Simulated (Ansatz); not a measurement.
SiC, pressure series

Base system: SiC in the wurtzite structure (space group P6_3mc, No. 186).

Space group P6₃mc (No. 186); a = b = 3.0755 Å, c = 5.0486 Å, α = β = 90.00°, γ = 120.00°

```csv
atom,site,symmetry,x,y,z
Si,2b,3m.,0.6667,0.3333,0.0005
C,2b,3m.,0.3333,0.6667,0.1247
```

Cell and atoms are relaxed at each pressure.

Method: r2SCAN (Ansatz, a program for electronic structure), no SOC, earlier PAW set.

```csv
case,width of the top valence band,band gap,shortest interatomic distance
base,4.03 eV,2.65 eV,1.883 Å
pressure −2 GPa,4.01 eV,2.66 eV,1.889 Å
pressure −1 GPa,4.02 eV,2.66 eV,1.886 Å
pressure 3 GPa,4.07 eV,2.63 eV,1.875 Å
pressure 7 GPa,4.11 eV,2.61 eV,1.865 Å
pressure 15 GPa,4.17 eV,2.56 eV,1.847 Å
pressure 30 GPa,4.33 eV,2.49 eV,1.818 Å
pressure 50 GPa,4.51 eV,2.41 eV,___
pressure 75 GPa,___,2.32 eV,1.752 Å
pressure 100 GPa,___,2.25 eV,1.724 Å
```

Task: What belongs in the blanks?

Result: 
- pressure 50 GPa, shortest interatomic distance: 1.785 Å
- pressure 75 GPa, width of the top valence band: 4.70 eV
- pressure 100 GPa, width of the top valence band: 4.86 eV

Load acts through the strain it causes; cell and atoms are relaxed under it. Whether these cells are dynamically stable was not tested. Competing high-pressure phases were not computed.
